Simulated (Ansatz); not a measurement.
Base system: AlN in the wurtzite structure (space group P6_3mc, No. 186; a = 3.114 Å, c = 4.984 Å).

Computed with PBEsol (Ansatz, an electronic-structure program), no spin-orbit coupling.

Base values:

* **Valence-band top at Γ**: 0.00, -0.22, -0.22 eV
* **Band gap**: 4.09 eV
* **Lattice parameter a**: 3.114 Å

One thing is altered: cell and atoms relaxed at a pressure of 0.9 GPa.

Q: How does this affect the valence-band top at Γ, band gap and lattice parameter a?

A: The valence-band top at Γ (three highest levels, from the VBM) changes from 0.00, -0.22, -0.22 eV to 0.00, -0.23, -0.23 eV; the band gap goes up by 0.04 eV (4.09 eV → 4.13 eV); the lattice parameter a falls by 0.0043 Å (3.114 Å → 3.109 Å).

Load acts through the strain it causes; cell and atoms are relaxed under it. Stability against distortions was not tested.
